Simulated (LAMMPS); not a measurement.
Molecular dynamics of a melt of TiO2 (rutile), 270 atoms, cooled from 3150 K to 300 K at 1e+13 K/s, at zero pressure.

All values are model results, not measurements: classical MD, Buckingham potential of Matsui and Akaogi, Mol. Simul. 6, 239 (1991), as tabulated by Reinhardt, J. Chem. Phys. 151, 064505 (2019), used with rigid ions (no shells), PPPM sums, short-range terms cut at 10 Å, modified for these runs by an r^-4 repulsive force inside the short-range force's maximum, run in LAMMPS.

```yaml
state_found: glass
density: 4.18 g/cm³ (one sample)
volume_per_atom: 10.6 Å³ (one sample)
enthalpy_per_atom: -12.95 eV (one sample)
first peak of g(r), O-Ti: 1.94 Å, height 9.9
coordination number of O by Ti: 3.04 (counted to 2.58 Å)
coordination number of Ti by O: 6.08 (counted to 2.58 Å)
most common O-Ti-O angle: in the 3° bin centred on 76.5° (mean of all 104°)
most common Ti-O-Ti angle: in the 3° bin centred on 100.5° (mean of all 116°)
mean_frequency_of_the_velocity_spectrum: 13.3 THz
cost: around 40 core-minutes (rough)
```

Potential: Matsui and Akaogi, Mol. Simul. 6, 239 (1991), as tabulated by Reinhardt, J. Chem. Phys. 151, 064505 (2019); partial charges.

```csv
angle (°),"probability per degree, O-Ti-O","probability per degree, Ti-O-Ti"
55.50,0.0000,0.0000
58.50,0.0001,0.0000
61.50,0.0004,0.0000
64.50,0.0021,0.0000
67.50,0.0054,0.0000
70.50,0.0121,0.0000
73.50,0.0187,0.0000
76.50,0.0253,0.0000
79.50,0.0231,0.0002
82.50,0.0198,0.0008
85.50,0.0201,0.0026
88.50,0.0200,0.0044
91.50,0.0193,0.0072
94.50,0.0166,0.0144
97.50,0.0144,0.0238
100.5,0.0116,0.0315
103.5,0.0102,0.0304
106.5,0.0083,0.0226
109.5,0.0064,0.0170
112.5,0.0054,0.0130
115.5,0.0047,0.0123
118.5,0.0054,0.0146
121.5,0.0048,0.0161
124.5,0.0040,0.0180
127.5,0.0037,0.0197
130.5,0.0030,0.0188
133.5,0.0034,0.0161
136.5,0.0036,0.0125
139.5,0.0036,0.0109
142.5,0.0043,0.0086
145.5,0.0047,0.0070
148.5,0.0047,0.0043
151.5,0.0049,0.0023
154.5,0.0049,0.0015
157.5,0.0054,0.0008
160.5,0.0060,0.0009
163.5,0.0053,0.0003
166.5,0.0058,0.0002
169.5,0.0048,0.0002
172.5,0.0035,0.0000
175.5,0.0027,0.0000
178.5,0.0008,0.0000
```
